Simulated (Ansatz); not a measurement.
An Ansatz (a first-principles code) input (PBEsol (Ansatz; PAW; 420 eV plane waves; scalar-relativistic without spin-orbit coupling)):

Ansatz 0.2 input:
```yaml
crystal:
  lattice:
    - [0.0514965582, 1.7818878279, 1.7818878279]
    - [1.7818878279, 0.0514965582, 1.7818878279]
    - [1.8333843861, 1.8333843861, 0]
  atoms:
    - { symbol: Cu, position: [0, 0, 0] }
basis: { ecutwfc: 420, ecutrho_ratio: 4, xc_grid: 2, fft_grid_basis: typed }
kpoints: { mp_grid: { grid: [22, 22, 22] } }
hamiltonian:
  xc: pbesol
  dispersion: none
  pseudopotentials: { kind: paw }
scf: { occupations: { method: fermi_dirac, width: 0.05 }, convergence: { dr2_threshold: 0.0000000001 } }
relax: { f_tol: 0.005, max_steps: 50 }
output: { forces: true, stress: true }
checkpoint: { write: state.ck, write_every: 1000 }
```

### Question
Which symmetry and how many k-points will the program report, and about how many plane waves at Γ?

### Answer
Space group Immm (ITA 71) with 8 operations, k-points 1530 of 10648, and 225 plane waves at Γ.

### Question
And the final pressure?

### Answer
0.59 GPa (compression positive).

The cells carry an imposed strain or load. Whether these cells are dynamically stable was not tested. All final runs are without spin polarisation. The cell was made from Cu in the fcc (Cu type) structure (space group Fm-3m, No. 225) by this change: tensor shear ε_xy = +2.89 %.
